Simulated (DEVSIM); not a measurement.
Structure: W/TiO2/n-InP capacitor, at 250 K.

```tsv
layer (left to right)	material	thickness (nm)	Nd (cm⁻³)
1	TiO2	4.30	-
2	InP	1800	1.2e17
```

Metal gate on the left, work function 4.6 eV. Fixed charge at the semiconductor interface -1.6e10 cm⁻² (in units of +e); no interface traps.

This is a model device: material constants are rounded textbook-type values typed into the input, and sizes, dopings and lifetimes were drawn at random. Values at 300 K; Nc and Nv go as T^1.5, mobilities as T to minus their exponent, the gap by Varshni's rule with the affinity fixed.

| parameter | TiO2 | InP |
|---|---|---|
| gap (eV) | 3.2 | 1.344 |
| affinity (eV) | 3.9 | 4.38 |
| permittivity | 60 | 12.5 |
| Nc (cm⁻³) | - | 5.7e17 |
| Nv (cm⁻³) | - | 1.1e19 |
| Varshni α (eV/K) | - | 0.000363 |
| Varshni β (K) | - | 162 |

Model (solved in DEVSIM): 1D Poisson equation in equilibrium, Boltzmann statistics, complete ionisation; no quantum confinement or tunnelling. Metal contacts follow the ideal Schottky-Mott rule: no Fermi-level pinning, no interface dipoles.

The temperature was swept, all else fixed.

```tsv
temperature (K)	flat-band voltage (V)	minimum of the low-frequency capacitance (μF/cm²)	threshold voltage (band bending 2φF) (V)
250	0.19	0.0996	-1.07
300	0.18	0.101	-1.03
350	0.17	0.107	-0.98
400	0.15	0.110	-0.94
450	0.14	0.116	-0.89
500	0.12	0.121	-0.85
```

From the first row to the last the flat-band voltage goes from 0.19 to 0.12. From the first row to the last the minimum of the low-frequency capacitance goes from 0.0996 to 0.121.
